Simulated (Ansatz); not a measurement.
Start from SnO2 in the rutile structure (space group P4_2/mnm, No. 136; a = 4.828 Å, c = 3.238 Å).

(Cell as relaxed with PBE.)

Levels (all Ansatz, a first-principles code, PAW): PBE (420 eV, no SOC); r2SCAN (500 eV, no spin-orbit coupling).

Each level relaxes its own structure.

```csv
base,PBE,r2SCAN
volume per atom,12.58 Å³,12.09 Å³
lattice parameter a,9.123 bohr,8.995 bohr
```

The change: Si takes the place of Sn on all its sites, then cell and atoms are relaxed.

```
quantity                    PBE  r2SCAN
-------------------  ----------  ------
c/a ratio                 0.635     ___
lattice parameter a  8.005 bohr     ___
```

**Question.** What does r2SCAN give?

**Answer.** 
- c/a ratio, r2SCAN: 0.638
- lattice parameter a, r2SCAN: 7.909 bohr

PBE's c/a ratio lies 0.003 below r2SCAN's; PBE's lattice parameter a lies 0.096 bohr above r2SCAN's (1.2 %). Neither level is exact; r2SCAN is the comparison here, not a measurement.

No phonon test of stability was made.
